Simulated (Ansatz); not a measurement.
**What isotropic strain −2.28 % does to CuI**

The reference is CuI (space group P-3m1, No. 164; a = 4.095 Å, c = 7.210 Å; a cell from a computed database, its experimental status unchecked; layered, stacked along the Cartesian z axis).

It is then changed as follows: an isotropic linear strain of −2.28 %, atoms relaxed at fixed cell.

Level of theory: r2SCAN+rVV10 (Ansatz, a first-principles code), without spin-orbit coupling, earlier PAW set. Settings: 9×9×5 k-points, 0.05 eV Fermi–Dirac smearing.

- Volume per atom = 24.42 Å³ (base 26.17 Å³)
- Shortest interatomic distance = 2.570 Å (base 2.574 Å)
- Energy relative to the base (free energy F) = +12 meV/atom
- Pressure (mean of the normal stresses, compression positive) = 23.3 kbar (base -0.1 kbar)
- Band gap = 2.06 eV (base 2.09 eV)
- Gap character = direct at Γ (base direct at Γ)
- Mean gap deformation potential ΔEg/Δln V = +0.3 eV
- Width of the top valence band = 0.89 eV (base 0.72 eV)
- Electron mass = 0.16 mₑ along c, 0.30 mₑ across (at Γ) (base 0.18 mₑ along c, 0.28 mₑ across (at Γ))
- Valence-band top at Γ (three highest levels, from the VBM) = 0.00, 0.00, -0.46 eV (base 0.00, 0.00, -0.33 eV)
- Largest internal atomic displacement = 0.061 Å

With I present, leaving out spin-orbit coupling can change the band edges. Masses are band curvatures over ±0.01 Å⁻¹ around the edge. Whether these cells are dynamically stable was not tested. All final runs are without spin polarisation. This is not the structure that CuI has at room temperature and ambient pressure.
